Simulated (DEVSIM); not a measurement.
System: illuminated Si p-on-n cell, one wavelength, at 300 K.

```tsv
layer (left to right)	material	thickness (μm)	Nd (cm⁻³)	Na (cm⁻³)	τn (s)	τp (s)	absorption coefficient (cm⁻¹)
1	Si	0.0640	-	5.3e18	9.5e-8	8.4e-7	22000
2	Si	65.0	5.9e16	-	5.6e-6	5.6e-6	22000
```

Left contact: ohmic, minority electron recombination velocity 3e6 cm/s. Right contact: ohmic, minority hole recombination velocity 5e5 cm/s. Voltage is applied to the left contact. Recombination: SRH at mid-gap, radiative. Light enters at the left, 5.7e17 photons cm⁻² s⁻¹, one pass, no reflection. Mobility is μmin + (μ − μmin)/(1 + (N/Nref)^α).

The device is made up for the run: typed textbook-type constants, with dimensions and the other settings drawn at random. Values at 300 K.

```
parameter           Si
-------------  -------
gap (eV)         1.124
affinity (eV)     4.05
permittivity      11.7
Nc (cm⁻³)      2.86e19
Nv (cm⁻³)       3.1e19
μn (cm²/Vs)       1417
μp (cm²/Vs)        470
μn,min              52
μp,min              45
Nref,n          9.7e16
Nref,p          2.2e17
αn                0.68
αp                0.72
B (cm³/s)      4.7e-15
```

Model (solved in DEVSIM): 1D drift-diffusion, Boltzmann statistics, complete ionisation; no tunnelling, impact ionisation, image-force lowering or self-heating.

Task: Tabulate band edges, carrier densities and field at 0.9 V on the left contact, in the dark.

Result: Energies count from the Fermi level of the right contact; mesh points crowd at the junctions.

```tsv
x (μm)	Ec (eV)	Ev (eV)	n (cm⁻³)	p (cm⁻³)	field (V/cm)
0.000	0.178	-0.946	3.0e14	5.3e18	≈ 0
0.01946	0.178	-0.946	7.9e14	5.3e18	≈ 0
0.04072	0.178	-0.946	1.3e15	5.3e18	≈ 0
0.06076	0.173	-0.951	2.2e15	4.4e18	-29000
0.09429	0.071	-1.053	1.2e17	8.3e16	-3000
0.1532	0.068	-1.056	1.3e17	7.5e16	≈ 0
0.2664	0.068	-1.056	1.3e17	7.5e16	≈ 0
0.6426	0.069	-1.055	1.3e17	7.4e16	≈ 0
1.296	0.069	-1.055	1.3e17	7.4e16	≈ 0
2.657	0.071	-1.053	1.3e17	7.3e16	≈ 0
5.494	0.073	-1.051	1.3e17	7.1e16	≈ 0
14.56	0.083	-1.042	1.2e17	6.3e16	10
30.29	0.100	-1.024	1.1e17	5.0e16	12
48.15	0.125	-0.999	9.0e16	3.1e16	16
58.73	0.144	-0.980	7.4e16	1.5e16	21
62.03	0.151	-0.973	6.7e16	8.5e15	25
63.56	0.155	-0.969	6.4e16	4.8e15	28
64.36	0.157	-0.967	6.2e16	2.6e15	30
64.81	0.159	-0.965	6.0e16	1.3e15	31
64.96	0.159	-0.965	6.0e16	8.8e14	31
65.03	0.160	-0.964	6.0e16	6.8e14	45
65.06	0.160	-0.964	5.9e16	5.6e14	170
```
